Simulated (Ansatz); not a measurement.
The parent structure is WSi₂ (space group I4/mmm, No. 139; a = 3.212 Å, c = 7.804 Å).

Computed with r2SCAN (Ansatz, an electronic-structure program, PAW, no spin-orbit coupling).

One change was made to it. Results:

```
quantity                          base    after
-----------------------------  -------  -------
shortest interatomic distance  2.577 Å  2.547 Å
c/a ratio                        2.430    2.444
```

Question: Which change produced these results?
(A) pressure 18 GPa
(B) pressure −1 GPa
(C) pressure 4.2 GPa
(D) pressure 1.8 GPa

Answer: A, pressure 18 GPa. For comparison, the shortest interatomic distance in the other runs: pressure −1 GPa gives 2.580 Å; pressure 1.8 GPa gives 2.573 Å; pressure 4.2 GPa gives 2.569 Å.

Load acts through the strain it causes; cell and atoms are relaxed under it. Stability against distortions was not tested. Competing high-pressure phases were not computed. The final runs are not spin-polarised.
